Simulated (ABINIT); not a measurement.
## Worked example: self-consistent single point of RbCl (Fm-3m, 2 atoms in the cell) in ABINIT

Method of the run: PBE, PAW (JTH v2.0 PBE PAW) (plane waves; ABINIT).

Input as run:

```
# RbCl, JTH v2.0 PBE PAW
pp_dirpath "./"
pseudos "Rb.GGA_PBE-JTH.xml, Cl.GGA_PBE-JTH.xml"
acell 8.6257967971 8.6257967971 8.6257967971
rprim
         0.0000000000    0.7071067812    0.7071067812
         0.7071067812    0.0000000000    0.7071067812
         0.7071067812    0.7071067812    0.0000000000
natom 2
ntypat 2
znucl 37 17
typat 1 2
xred
         0.0000000000    0.0000000000    0.0000000000
         0.5000000000    0.5000000000    0.5000000000
ecut 707 eV
pawecutdg 1415 eV
pawxcdev 0
ixc 11
occopt 3
tsmear 0.00036749
nband 13
kptopt 1
ngkpt 9 9 9
nshiftk 1
shiftk 0 0 0
nstep 50
toldfe 1.0e-09
prtwf 0
prtden 0
prtvol 1
enunit 1
```

Output, abridged:

```
 Symmetries : space group Fm -3 m (#225); Bravais cF (face-center cubic)

 -outvars: echo values of preprocessed input variables --------
            acell      8.6257967971E+00  8.6257967971E+00  8.6257967971E+00 Bohr
             ecut      2.59817731E+01 Hartree
           enunit           1
              ixc          11
         kptrlatt        9    0    0      0    9    0      0    0    9
          kptrlen      7.76321712E+01
            natom           2
            nband          13
            ngfft          40      40      40
          ngfftdg          60      60      60
             nkpt          35
            nstep          50
             nsym          48
           ntypat           2
           occopt           3
        pawecutdg      5.20002954E+01 Hartree
         pawxcdev           0
            rprim      0.0000000000E+00  7.0710678120E-01  7.0710678120E-01
                       7.0710678120E-01  0.0000000000E+00  7.0710678120E-01
                       7.0710678120E-01  7.0710678120E-01  0.0000000000E+00
          spgroup         225
           toldfe      1.00000000E-09 Hartree
           tsmear      3.67490000E-04 Hartree
            typat      1  2
           useylm           1
             xred      0.0000000000E+00  0.0000000000E+00  0.0000000000E+00
                       5.0000000000E-01  5.0000000000E-01  5.0000000000E-01
            znucl       37.00000   17.00000

== DATASET  1 ==================================================================

 Exchange-correlation functional for the present dataset will be:
  GGA: Perdew-Burke-Ernzerhof functional - ixc=11
 Citation for XC functional:
  J.P.Perdew, K.Burke, M.Ernzerhof, PRL 77, 3865 (1996)

 Real(R)+Recip(G) space primitive vectors, cartesian coordinates (Bohr,Bohr^-1):
 R(1)=  0.0000000  6.0993594  6.0993594  G(1)= -0.0819758  0.0819758  0.0819758
 R(2)=  6.0993594  0.0000000  6.0993594  G(2)=  0.0819758 -0.0819758  0.0819758
 R(3)=  6.0993594  6.0993594  0.0000000  G(3)=  0.0819758  0.0819758 -0.0819758
 Unit cell volume ucvol=  4.5381900E+02 bohr^3
 Angles (23,13,12)=  6.00000000E+01  6.00000000E+01  6.00000000E+01 degrees

 Coarse grid specifications (used for wave-functions):

 getcut: wavevector=  0.0000  0.0000  0.0000  ngfft=  40  40  40
         ecut(hartree)=     25.982   => boxcut(ratio)=   2.02098

 Fine grid specifications (used for densities):

 getcut: wavevector=  0.0000  0.0000  0.0000  ngfft=  60  60  60
         ecut(hartree)=     52.000   => boxcut(ratio)=   2.14281

   8.69877870E+02                                ecore*ucvol(ha*bohr**3)

_setup2: Arith. and geom. avg. npw (full set) are    2870.207    2870.195

--- !BeginCycle
solver: {iscf: 17, nstep: 50, nline: 4, wfoptalg: 10, }
tolerances: {toldfe: 1.00E-09, }
...

     iter   Etot(hartree)      deltaE(h)  residm     nres2
 ETOT  1  -39.623228755569    -3.962E+01 3.206E-02 3.558E+00
 ETOT  2  -39.647389879631    -2.416E-02 1.054E-02 7.793E-01
 ETOT  3  -39.646963740227     4.261E-04 1.235E-03 2.817E-01
 ETOT  4  -39.647307344110    -3.436E-04 2.025E-03 2.236E-02
 ETOT  5  -39.647514500226    -2.072E-04 4.454E-04 6.927E-04
 ETOT  6  -39.647532247785    -1.775E-05 1.926E-04 3.992E-05
 ETOT  7  -39.647533245312    -9.975E-07 1.257E-04 1.403E-05
 ETOT  8  -39.647533286670    -4.136E-08 4.085E-05 4.766E-07
 ETOT  9  -39.647533293178    -6.507E-09 2.484E-05 8.544E-08
 ETOT 10  -39.647533292978     1.993E-10 8.725E-06 9.977E-10
 ETOT 11  -39.647533292993    -1.462E-11 6.973E-06 4.912E-10

 At SCF step   11, etot is converged :
  for the second time, diff in etot=  1.462E-11 < toldfe=  1.000E-09

 Cartesian components of stress tensor (hartree/bohr^3)
  sigma(1 1)= -7.65320048E-05  sigma(3 2)=  0.00000000E+00
  sigma(2 2)= -7.65320048E-05  sigma(3 1)=  0.00000000E+00
  sigma(3 3)= -7.65320048E-05  sigma(2 1)=  0.00000000E+00

 ----iterations are completed or convergence reached----

 reduced coordinates (array xred) for    2 atoms
       0.000000000000      0.000000000000      0.000000000000
       0.500000000000      0.500000000000      0.500000000000
 cartesian forces (eV/Angstrom) at end:
    1     -0.00000000000000    -0.00000000000000    -0.00000000000000
    2     -0.00000000000000    -0.00000000000000    -0.00000000000000
 frms,max,avg= 0.0000000E+00 0.0000000E+00   0.000E+00  0.000E+00  0.000E+00 e/A
 length scales=  8.625796797100  8.625796797100  8.625796797100 bohr
              =  4.564575070954  4.564575070954  4.564575070954 angstroms
 Fermi (or HOMO) energy (eV) =   1.28426   Average Vxc (eV)=  -7.75231
 Eigenvalues (   eV  ) for nkpt=  35  k points:
 kpt#   1, nband= 13, wtk=  0.00137, kpt=  0.0000  0.0000  0.0000 (reduced coord)
 -25.57459  -13.81438   -9.61849   -9.61849   -9.61849   -1.76131   -1.76131   -1.76131
   3.41671    6.33223    6.33223    6.33223    7.36875
 prteigrs : prtvol=0 or 1, do not print more k-points.

--- !EnergyTerms
comment             : Components of total free energy in Hartree
kinetic             :  1.51779735904161E+01
hartree             :  7.55847202418274E+00
xc                  : -1.11990302859734E+01
Ewald energy        : -3.00580095389069E+01
psp_core            :  1.91679474927573E+00
local_psp           : -2.24012162406451E+01
spherical_terms     : -6.42520670691495E-01
internal            : -3.96475363723422E+01
'-kT*entropy'       :  2.50876363294885E-16
total_energy        : -3.96475363723422E+01
total_energy_eV     : -1.07886433133112E+03
...

-Cartesian components of stress tensor (GPa)         [Pressure=  2.2516E+00 GPa]
- sigma(1 1)= -2.25164894E+00  sigma(3 2)=  0.00000000E+00
- sigma(2 2)= -2.25164894E+00  sigma(3 1)=  0.00000000E+00
- sigma(3 3)= -2.25164894E+00  sigma(2 1)=  0.00000000E+00

 Calculation completed.
```

The run converged in 11 iterations.

The starting cell comes from a database of computed structures (which also holds hypothetical and non-ambient phases and stackings), without a prior relaxation at this level. Its lattice was rescaled by a random factor within 2.5 % of one.
